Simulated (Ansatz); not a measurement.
The parent structure is GeS in the GeS type structure (space group Pnma, No. 62; a = 10.097 Å, b = 3.644 Å, c = 4.019 Å; layered, stacked along the Cartesian x axis). Axes: x, y, z lie along a, b, c of the conventional cell.

Level of theory: Ansatz (a program for electronic structure), PBEsol-D3(BJ), PAW, cutoff 420 eV, no spin-orbit coupling.

Now apply this change: tensile biaxial strain of 3.90 % in the plane normal to [001], as in epitaxy on a mismatched substrate; the out-of-plane cell vector and the atoms relax.

Problem. Estimate the effect on the in-plane stress.

Solution. The mean in-plane stress (compression positive) is -2.8 GPa.

Problem. What does the calculation give for the out-of-plane strain after the change?

Solution. The out-of-plane strain amounts to -3.12 %.

No phonon test of stability was made. The D3 term's C6 switches between coordination references near this geometry, which can add small steps to energies.
